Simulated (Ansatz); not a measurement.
Worked example: self-consistent single point of CuGaSe2 (I-42d, 8 atoms in the cell) in Ansatz (a first-principles code).

Method: PBE (plane waves, PAW; Ansatz).

```
CELL_PARAMETERS angstrom
     -2.77218     2.77218     5.44553
      2.77218    -2.77218     5.44553
      2.77218     2.77218    -5.44553
ATOMIC_POSITIONS crystal
  Ga 0.50000 0.50000 0.00000
  Ga 0.25000 0.75000 0.50000
  Cu 0.00000 0.00000 0.00000
  Cu 0.75000 0.25000 0.50000
  Se 0.87500 0.87500 0.50000
  Se 0.12500 0.62500 0.00000
  Se 0.37500 0.37500 0.50000
  Se 0.62500 0.12500 0.00000
```

Reference input (self-consistent single point, DFT, PBE, plane waves, default PAW files): basis.ecutwfc = 420 eV; kpoints.mp_grid.grid = 4 4 4; hamiltonian.xc = pbe; hamiltonian.pseudopotentials = {kind: paw} (the program's default PAW files); scf.occupations.method = fermi_dirac; scf.occupations.width = 0.05 eV. This run's input differs from it in these lines:

Ansatz 0.2 input:
```diff
@@ -15,3 +15,3 @@
 basis:
-  ecutwfc: 420.0 eV
+  ecutwfc: 250.0 eV
 kpoints:
```

Log, with long lists cut:

```
SCF iter   1: F=—  HF=-42688.465927 eV  |F-HF|=—  |Δ(HF+E_count)|=         —  Δρ=1.94e-2  dr2=2.44e-1  ethr=1.77e-3  ⟨swp⟩=5.8  Hψ=3270  notcnv=0  defer=7
all-band conjugate gradients solve this SCF's bands
preconditioner: auto → Resta (q_TF=auto, 2.609 Å⁻¹)
SCF iter   2: F=—  HF=-42687.818871 eV  |F-HF|=—  |Δ(HF+E_count)|=   6.47e-1  Δρ=4.66e-2  dr2=2.37e0  ethr=1.91e-4  ⟨swp⟩=3.0  Hψ=2183  notcnv=0  defer=75
   [... lines left out ...]
SCF iter   7: F=—  HF=-42687.450270 eV  |F-HF|=—  |Δ(HF+E_count)|=   4.73e-5  Δρ=1.94e-4  dr2=5.42e-5  ethr=2.78e-7  ⟨swp⟩=3.0  Hψ=1758  notcnv=0  defer=75
SCF iter   8: F=—  HF=-42687.450247 eV  |F-HF|=—  |Δ(HF+E_count)|=   2.31e-5  Δρ=4.37e-5  dr2=3.72e-6  ethr=4.23e-8  ⟨swp⟩=2.0  Hψ=1108  notcnv=0  defer=75
SCF iter   9: F=—  HF=-42687.450249 eV  |F-HF|=—  |Δ(HF+E_count)|=   1.63e-6  Δρ=7.34e-6  dr2=1.16e-7  ethr=2.91e-9  ⟨swp⟩=2.0  Hψ=1264  notcnv=0  defer=75
SCF iter  10: F=-42687.450249 eV  HF=-42687.450249 eV  |F-HF|=7.25e-9  |Δ(HF+E_count)|=   1.86e-7  Δρ=1.75e-6  dr2=6.70e-9  ethr=7.81e-11  ⟨swp⟩=8.4  Hψ=3313  notcnv=0
SCF 1 converged in 10 iterations: F = -42687.450249 eV  dr2 = 6.70e-9
Free energy (F): -42687.450249 eV
Internal energy: -42687.450150 eV  (E = F + TS)
E sigma→0 (E₀):  -42687.450199 eV
Entropy (-TS):   -0.000099 eV (-0.012 meV/atom)
Fermi energy:    9.491431 eV
--- Forces (eV/Å), atoms counted from 1 ---
  atom   1  Ga     0.00000000     0.00000000     0.00000000
  atom   2  Ga     0.00000000     0.00000000     0.00000000
  atom   3  Cu     0.00000000     0.00000000     0.00000000
  atom   4  Cu     0.00000000    -0.00000000    -0.00000000
  atom   5  Se     0.40582326    -0.00000000     0.00000000
  atom   6  Se    -0.00000000    -0.40582326    -0.00000000
  atom   7  Se    -0.40582326     0.00000000    -0.00000000
  atom   8  Se    -0.00000000     0.40582326     0.00000000
--- Stress (GPa, compression-positive) ---
        7.536541       0.000000       0.000000
        0.000000       7.536541       0.000000
        0.000000       0.000000       7.580479
  P = ⅓ Tr σ = 7.5512 GPa (75.512 kbar)
  The stress holds the Pulay correction. Without it, at fixed plane waves, as pw.x and ABINIT print it: P = -51.8163 GPa
```

The run converged in 10 iterations. Against the reference run the free energy rises by 1.10 eV/atom, the pressure goes from 5.95 to 7.55 GPa, the largest force goes from 0.431 to 0.406 eV/Å and the gap on the mesh goes from 0.407 to 0.554 eV.

The starting cell has typed, rounded lattice constants, without a prior relaxation at this level. Its lattice was rescaled by a random factor within 2.5 % of one. Ansatz's pressure includes its estimate of the finite-basis (Pulay) stress. Without the estimate this run gives -51.82 GPa. The cutoff lies below the one recommended for these files.
